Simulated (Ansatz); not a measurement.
## ZrO2: pressure series

Take ZrO₂ in the fluorite structure (space group Fm-3m, No. 225) as the base.

```
ZrO2
1.0
    0.00000     2.55794     2.55794
    2.55794     0.00000     2.55794
    2.55794     2.55794     0.00000
Zr O
1 2
Direct
  0.00000   0.00000   0.00000
  0.25000   0.25000   0.25000
  0.75000   0.75000   0.75000
```

Cell and atoms are relaxed at each pressure.

Computed with Kohn–Sham DFT with the PBE functional, run in Ansatz (a program for electronic structure) with PAW and 420 eV plane waves, no spin-orbit coupling.

Candidates:
(a) pressure 3 GPa
(b) pressure −2 GPa
(c) pressure 0.7 GPa
(d) pressure 5 GPa
(e) pressure 7.5 GPa

Base values:

| Property | Result |
|---|---|
| Band gap | 3.32 eV |

Task: Order them by band gap, lowest first.

Result: (b) pressure −2 GPa (3.29 eV), (c) pressure 0.7 GPa (3.33 eV), (a) pressure 3 GPa (3.35 eV), (d) pressure 5 GPa (3.37 eV), (e) pressure 7.5 GPa (3.40 eV)

Load acts through the strain it causes; cell and atoms are relaxed under it. Stability against distortions was not tested. No other phases were tried under pressure. This is not the structure that ZrO2 has at room temperature and ambient pressure.
